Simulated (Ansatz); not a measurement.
HfSiO4 (I4₁/amd, No. 141, 12 atoms in the cell; start COD 9000852) was calculated with r²SCAN (plane waves, PAW; Ansatz, a quantum-chemistry and plane-wave program).

Run with plane-wave cutoff 560 eV, 8×8×8 k mesh, Fermi–Dirac smearing 0.01 eV, scalar-relativistic PAW data made under PBE.

Cell (relaxed at this level):

```cif
data_Hf4O16Si4
_chemical_formula_sum 'Hf4 Si4 O16'
_space_group_name_H-M_alt 'I41/amd :1'
_space_group_IT_number 141
_space_group_name_Hall 'I 4bw 2bw -1bw'
_cell_length_a 6.58203
_cell_length_b 6.58203
_cell_length_c 5.97196
_cell_angle_alpha 90.000
_cell_angle_beta 90.000
_cell_angle_gamma 90.000
loop_
_atom_site_label
_atom_site_type_symbol
_atom_site_symmetry_multiplicity
_atom_site_Wyckoff_symbol
_atom_site_fract_x
_atom_site_fract_y
_atom_site_fract_z
_atom_site_occupancy
Hf1 Hf 4 a 0.00000 0.00000 0.00000 1
Si1 Si 4 b 0.00000 0.00000 0.50000 1
O1 O 16 h 0.31538 0.00000 0.06988 1
```
(The calculation used a cell of 12 atoms; values per cell refer to that cell.)

Problem. Give the computed band gap.

Solution. 
* **band gap**: 6.01 eV (on the SCF k mesh)

Note: the relaxation could not lower the start's symmetry, so the cell can be a saddle point above a distorted one.

Spin–orbit coupling is not included.

Computing time: roughly 8 core-minutes.
